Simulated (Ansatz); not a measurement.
**How far PBE and r2SCAN part for Al, isotropic strain −0.62 %**

Take Al in the fcc (Cu type) structure (space group Fm-3m, No. 225; a = 4.0408 Å; relaxed with 0.1 eV smearing) as the base.

(Cell as relaxed with PBE.)

Levels (all Ansatz, an electronic-structure program, PAW, earlier PAW set): PBE (420 eV, no SOC); r2SCAN (500 eV, without spin-orbit coupling).

Each level relaxes its own structure.

```
base                        PBE      r2SCAN
-------------------  ----------  ----------
volume per atom        16.49 Å³    15.91 Å³
lattice parameter a  7.636 bohr  7.544 bohr
band gap                   zero        zero
```

Now apply this change: every lattice vector is shortened by 0.62 %; the atoms relax in the strained cell.

| quantity | PBE | r2SCAN |
|---|---|---|
| pressure | 1.5 GPa | 1.8 GPa |
| energy relative to the base (free energy F) | +1.4 meV/atom | +1.6 meV/atom |

PBE's pressure lies 0.3 GPa below r2SCAN's. Neither level is exact; r2SCAN is the comparison here, not a measurement.

Whether these cells are dynamically stable was not tested.
